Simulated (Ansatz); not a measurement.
# Cu2ZnSnS4: energy against strain

Cu2ZnSnS4 (I-4, 19.410 Å³/atom and stress up to 0.01 GPa in the relaxed cell, c along z) under a strain ε along c (axis z), the other axes held. PBEsol in Ansatz, a plane-wave DFT program (PAW, default set), 420 eV, 9×9×9 Γ-centred mesh, Fermi-Dirac smearing 0.05 eV; ions are relaxed, or left where forces stay under 0.02 eV/Å, within the symmetry of each cell.

Here s stands for strain and y for E less E0.

| strain (%) | E less E0 (meV/atom) |
|---|---|
| -1.50 | 1.44 |
| -0.75 | 0.35 |
| 0.00 | 0.00 |
| 0.75 | 0.37 |
| 1.50 | 1.44 |
| 3.00 | ? |

Problem. Fit y against s with a parabola, and predict the withheld value at s = 3.00.

Solution. Least squares gives y = 0.000 + 0.0027·s + 0.6400·s². Residuals (row less fit): 0.004, -0.008, 0.000, 0.008, -0.004; standard error 0.009 (degrees of freedom: 2). Twice the quadratic coefficient over the volume, 2 × 0.6400 meV × 10⁴ × 0.1602 / 19.410 Å³, is the elastic constant C33 = 105.7 ± 0.7 GPa (± standard error of the fit, which holds the terms cut off). At the withheld row, y = 0.000 + 0.0027 × 3.00 + 0.6400 × 3.00² = 5.768 meV/atom. The calculation gives 5.62 meV/atom, 0.148 meV/atom below the prediction (2.6 % of the range of y in the table). The row lies outside the fitted rows, so this is an extrapolation. From the scatter of the fitted rows alone, a prediction at this place has a standard error of 0.037 meV/atom, so the miss is 4.0 times that.

A polynomial of degree 3 through the 8 other runs of the series gives 5.61 there, so most of the miss is curvature that the fit leaves out. This level leaves no gap over 0.05 eV at strain 3.00 %. The start is a measured cell from the literature; how it stands against other phases or cation orders wasn't checked. Rows are the converged runs of the series near zero and its far end; series whose fitted rows scatter by over a few per cent of the range, as at a crossing or softening among them, aren't shown in this form, nor equations of state whose B0' disagrees with the runs' pressures. Most that stay on the fit to the last digits aren't either.
